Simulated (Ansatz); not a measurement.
**Effect of pressure −1 GPa on Ru5Si3**

Consider Ru₅Si₃ (space group Pbam, No. 55; a = 5.2051 Å, b = 9.7699 Å, c = 4.0123 Å; a cell from a computed database, its experimental status unchecked).

One thing is altered: hydrostatic tension (pressure −1 GPa).

All numbers come from PBEsol (Ansatz, a program for electronic structure), no spin-orbit coupling. Settings: 7×4×9 k-points, 0.05 eV Fermi–Dirac smearing.

| quantity | base | changed | shift |
|---|---|---|---|
| volume per atom | 12.75 Å³ | 12.80 Å³ | +0.05 Å³ |
| density | 9.60 g/cm³ | 9.56 g/cm³ | -0.035 g/cm³ |
| shortest interatomic distance | 2.367 Å | 2.369 Å | +0.002 Å |
| enthalpy H = E + PV relative to the base's energy | – | -0.08 eV/atom | – |
| band gap | zero | zero | – |

Load acts through the strain it causes; cell and atoms are relaxed under it. No phonon test of stability was made. The final runs are not spin-polarised.
